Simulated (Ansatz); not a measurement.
Take SiC in the zinc blende structure (space group F-43m, No. 216; a = 4.357 Å) as the base. Axes: x, y, z lie along the cube axes.

Computed with r2SCAN (Ansatz, an electronic-structure program), no spin-orbit coupling, earlier PAW set.

Base values:

| Quantity | Result |
|---|---|
| Smallest direct gap | 5.05 eV |
| Electron mass | 0.64 mₑ along k, 0.23 mₑ across (at X) |
| Band gap | 1.71 eV |

It is then changed as follows: tensile biaxial strain of 1.26 % in the plane normal to [001], as in epitaxy on a mismatched substrate; the out-of-plane cell vector and the atoms relax.

**Question.** What does the calculation give for the smallest direct gap after the change?

**Answer.** The smallest direct gap drops by 0.05 eV, from 5.05 eV to 5.00 eV.

**Question.** What does the calculation give for the electron mass after the change?

**Answer.** The electron mass goes from 0.64 mₑ along k, 0.23 mₑ across (at X) to 0.62 mₑ along k, 0.23 mₑ across (at X).

**Question.** What happens to the out-of-plane strain?

**Answer.** The out-of-plane strain amounts to -0.83 %.

**Question.** Predict the new band gap.

**Answer.** The band gap drops by 0.21 eV (1.71 eV → 1.50 eV).

Masses are band curvatures over ±0.01 Å⁻¹ around the edge. Along k means along the line from Γ to the band edge. Whether these cells are dynamically stable was not tested.
